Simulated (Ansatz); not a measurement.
Structures of equal composition on the (110) surface of bcc Ta: a layer of Au in place of the second plane; a layer of Au in place of the third plane. The slabs share one bottom face, and each structure is named by its start. These are constructed structures in small cells; real faces may alloy, dewet or reconstruct in larger ones, and not all known structures of the face are among them. Slabs of about 11 Å with all that they carry, Fermi-Dirac smearing of 0.1 eV. Bottom of the slabs: a bare face, its two planes held. Relaxed from the named starts with such symmetry as they have, on meshes of like density; energies extrapolated to zero smearing; no spin-orbit coupling, no U. Spin-polarised runs, if any, are marked in brackets, and their order is one that fits the cell; the others ran without spin.

Method: PBE (plane waves to 420 eV, PAW; Ansatz, a quantum-chemistry and plane-wave program).

### Question
Rank these by energy per 1x1 cell (lowest first), as PBE gives it.

### Answer
a layer of Au in place of the third plane (0.000 eV), a layer of Au in place of the second plane (0.460 eV)
